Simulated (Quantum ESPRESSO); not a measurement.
Variants of one calculation on the (100) slab of Y3Mg (cut from a parent of space group no. 25; 12 atoms in the cell)

```
CELL_PARAMETERS angstrom
      5.69059     0.00000     0.00000
      0.00000     6.11628     0.00000
      0.00000     0.00000    18.94370
ATOMIC_POSITIONS crystal
  Y  0.00000 0.00462 0.35837
  Y  0.00000 0.48963 0.26394
  Y  0.50000 0.84212 0.26394
  Y  0.00000 0.00462 0.54721
  Y  0.00000 0.48963 0.45279
  Y  0.50000 0.84212 0.45279
  Y  0.00000 0.00462 0.73606
  Y  0.00000 0.48963 0.64164
  Y  0.50000 0.84212 0.64164
  Mg 0.50000 0.33029 0.35837
  Mg 0.50000 0.33029 0.54721
  Mg 0.50000 0.33029 0.73606
```

Base run A: LDA (PZ), GBRV 1.5 ultrasoft (LDA) pseudopotentials in Quantum ESPRESSO, self-consistent single point.

Its settings: ecutwfc = 40 Ry; ecutrho = 320 Ry; occupations = smearing; smearing = cold; degauss = 0.0036749 Ry; mixing_mode = local-TF; potentials = {Y: y_lda_v1.4.uspp.F.UPF, Mg: mg_lda_v1.4.uspp.F.UPF}; K_POINTS = automatic 3 3 1 0 0 0; conv_thr = 1e-09 Ry; mixing_beta = 0.3.

The starting cell comes from a database of computed structures (which also holds hypothetical and non-ambient phases and stackings), without a prior relaxation at this level. The slab is cut from that crystal, and its faces are unrelaxed. The two faces of this cut differ, and no dipole correction was used. Without a gap this mesh is coarse (it stands for a supercell whose shortest in-plane vector is 17 Å).

ΔF is the free energy per atom less that of run A. 

Run A gave: largest force (eV/Å) 0.774; k-points 4.

Runs:
- B: vacuum of 18 angstrom (first run: 10 Å); tstress: true → default; tefield: default → true; dipfield: default → true; edir: default → 3; emaxpos: default → 0.97; eopreg: default → 0.05; and 1 further keys
- C: ecutrho: 320 Ry → 80 Ry
- D: ecutwfc: 40 Ry → 52 Ry; ecutrho: 320 Ry → 416 Ry
- E: smearing: cold → gauss; degauss: 0.0036749 Ry → 0.0073499 Ry
- F: nosym: default → true
- G: degauss: 0.0036749 Ry → 0.002205 Ry; K_POINTS: automatic 3 3 1 0 0 0 → automatic 3 2 1 0 0 0
- H: diago_david_ndim: default → 4

Task: What does run D change against A?

Result: The free energy goes down by 3.7 meV/atom and the largest force stays at 0.774 eV/Å.

Task: What does run C change against A?

Result: The free energy drops by 77.5 meV/atom and the largest force goes from 0.774 to 0.872 eV/Å.

| run | ΔF (meV/atom) | largest force (eV/Å) | k-points |
|---|---|---|---|
| A | 0.00 | 0.774 | 4 |
| B | 0.23 | 0.777 | 5 |
| C | -77.5 | 0.872 | 4 |
| D | -3.7 | 0.774 | 4 |
| E | -5.6 | 0.772 | 4 |
| F | 0.00 | 0.774 | 5 |
| G | 10.9 | 0.783 | 4 |
| H | 0.00 | 0.774 | 4 |
